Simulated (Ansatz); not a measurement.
Base system: Be$_{3}$N$_{2}$ (space group R3m, No. 160; a cell from a computed database, its experimental status unchecked).

```yaml
crystal:
  lattice:
    - [1.41753, 0.81841, 4.85241]
    - [-1.41753, 0.81841, 4.85241]
    - [0.00000, -1.63683, 4.85241]
  atoms:
    - { symbol: Be, position: [0.14108, 0.14108, 0.14108] }
    - { symbol: Be, position: [0.68236, 0.68236, 0.68236] }
    - { symbol: Be, position: [0.91111, 0.91111, 0.91111] }
    - { symbol: N, position: [0.79582, 0.79582, 0.79582] }
    - { symbol: N, position: [0.29154, 0.29154, 0.29154] }
```

Cartesian axes are those of the cell as printed.

Calculations: PBEsol in Ansatz (plane waves to 420 eV, PAW, no SOC).

For the base:

- Volume per atom: 6.76 Å³

The change: biaxial strain −3.01 %, plane normal [001], relaxed out of plane (Cartesian); in-plane vectors clamped, the third vector and the atoms free.

**Question.** Predict the new in-plane stress.

**Answer.** The mean in-plane stress (compression positive) amounts to +19.7 GPa.

**Question.** Predict the new volume per atom.

**Answer.** The volume per atom decreases by 0.323 Å³ to 6.43 Å³.

Stability against distortions was not tested.

Ansatz is a program for electronic structure.
